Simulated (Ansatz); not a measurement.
Response to strain in CdSe

Start from CdSe in the wurtzite structure (space group P6_3mc, No. 186; a = 4.302 Å, c = 7.021 Å). Axes: x lies along a and z along c of the hexagonal cell.

Strains are applied to the cell and any free atomic positions relax; under biaxial strain the out-of-plane vector relaxes too.

The values are results of PBEsol (Ansatz, a program for electronic structure; PAW; 420 eV plane waves; no spin-orbit coupling), not measurements.

Notes on the quantities. pressure: mean of the normal stresses, compression positive.

| change | band gap | pressure | width of the top valence band |
|---|---|---|---|
| base | 0.54 eV | 0.00 GPa | 1.75 eV |
| biaxial strain +0.60 %, plane normal [001], relaxed out of plane | 0.54 eV | -0.33 GPa | 1.71 eV |
| biaxial strain +1.20 %, plane normal [001], relaxed out of plane | 0.51 eV | -0.65 GPa | 1.71 eV |
| biaxial strain +1.80 %, plane normal [001], relaxed out of plane | 0.48 eV | -0.97 GPa | 1.71 eV |
| biaxial strain +2.40 %, plane normal [001], relaxed out of plane | 0.45 eV | -1.27 GPa | 1.70 eV |
| biaxial strain +3.00 %, plane normal [001], relaxed out of plane | ___ | ___ | ___ |

Complete the table.


- biaxial strain +3.00 %, plane normal [001], relaxed out of plane, band gap: 0.42 eV
- biaxial strain +3.00 %, plane normal [001], relaxed out of plane, pressure: -1.57 GPa
- biaxial strain +3.00 %, plane normal [001], relaxed out of plane, width of the top valence band: 1.69 eV

Stability against distortions was not tested.
